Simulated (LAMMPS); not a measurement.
Molecular dynamics of a melt made from Au (fcc), 4000 atoms, at 1740 K and 5 GPa, brought to that temperature within a few picoseconds.

Computed with classical MD, pair style eam, the elements' _u3.eam files (universal-3 set of Foiles, Baskes and Daw), run in LAMMPS.

```tsv
t (ps)	MSD (Å²)
0.1000	0.185
0.2000	0.492
0.3000	0.736
0.4000	0.974
0.5000	1.21
0.6000	1.43
0.7000	1.66
0.8000	1.89
0.9000	2.12
1.100	2.58
1.300	3.05
1.500	3.52
1.700	3.99
2.000	4.69
2.300	5.41
2.700	6.36
3.200	7.56
3.700	8.76
4.300	10.2
5.000	11.9
5.800	13.8
6.800	16.3
7.900	18.9
9.200	22.1
10.70	25.7
12.50	30.0
14.50	34.8
16.90	40.5
19.60	47.1
22.80	55.0
26.60	64.5
30.90	75.2
36.00	87.9
```

Problem. Read off the state found, the self-diffusion coefficient of Au (not corrected for cell size).

Solution. In three dimensions D is one sixth of the slope of the MSD at long times (fitted over 20 to 60 % of the run); 1 Å²/ps is 1e-4 cm²/s. state found: liquid; self-diffusion coefficient of Au (not corrected for cell size): (4.11 ± 0.08) × 10^-5 cm²/s.

Caution: a run this short can hold a crystal over, or a liquid under, the potential's own melting point, which these runs don't give.
